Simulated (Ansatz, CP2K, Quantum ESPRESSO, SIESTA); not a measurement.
Code comparison for ScCd3 (P6_3/mmc, 8 atoms in the cell)

Self-consistent single point.

```
CELL_PARAMETERS angstrom
      6.29508     0.00000     0.00000
     -3.14754     5.45170     0.00000
      0.00000     0.00000     4.80242
ATOMIC_POSITIONS crystal
  Sc 0.33333 0.66667 0.25000
  Sc 0.66667 0.33333 0.75000
  Cd 0.83410 0.66820 0.25000
  Cd 0.16590 0.33180 0.75000
  Cd 0.16590 0.83410 0.75000
  Cd 0.83410 0.16590 0.25000
  Cd 0.33180 0.16590 0.25000
  Cd 0.66820 0.83410 0.75000
```

Shared settings, as Ansatz (a quantum-chemistry and plane-wave program) writes them: kpoints.mp_grid.grid = 4 4 5; scf.occupations.method = fermi_dirac; scf.occupations.width = 0.136 eV. Potentials and cutoffs stand in the table.

```tsv
code	model	pressure (GPa)	largest force (eV/Å)	cutoff
CP2K	LDA (Pade form), GPW, DZVP-MOLOPT-SR-GTH basis, GTH-PADE potentials (GTH_POTENTIALS)	-2.61	0.070	grid 600 Ry
Ansatz	LDA (PW92), PAW files made with PBE	-3.73	0.030	default
SIESTA	LDA PW92, numerical atomic orbitals DZP, PseudoDojo LDA standard norm-conserving potentials (rewritten from UPF to PSML)	-7.53	0.036	grid 350 Ry
Quantum ESPRESSO	LDA (PZ), GBRV 1.5 ultrasoft (LDA) pseudopotentials	-4.21	0.039	50 Ry
```

The spread over the programs that give each value: pressure within 4.92 GPa; largest force within 0.040 eV/Å.

CP2K and SIESTA use small atom-centred bases, whose incompleteness enters pressures, forces and empty levels differently from a plane-wave cutoff. Ansatz's pressure is given at a fixed set of plane waves, as the other plane-wave codes print theirs. The same LDA comes in different parametrisations, which differ slightly. In the pressure, CP2K (by 1.36) and SIESTA (by 3.56) lie more than 1 GPa from the median of the plane-wave programs.

The starting cell comes from a database of computed structures (which also holds hypothetical and non-ambient phases and stackings), without a prior relaxation at this level. Its lattice was rescaled by a random factor within 2.5 % of one.

Keys are those of Ansatz 0.2.
